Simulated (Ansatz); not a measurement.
How the volume per atom of GeRh (model structure, started from the WC type, P-6m2, No. 187, 2 atoms in the cell) moves with the method

No measured value is used here.

```csv
level (code),value (Å³/atom)
PBE (Ansatz),15.12
PBEsol (Ansatz),14.51
PBE-D3(BJ) (Ansatz),14.61
```

Ansatz's density-functional and Hartree–Fock values are scalar-relativistic unless marked +SOC, with PAW data made under PBE.

A model structure was made by putting elements into a prototype or built by hand; it is no filed structure, need not be a known phase, and can be a saddle point held by its symmetry.

Ansatz is an electronic-structure program.
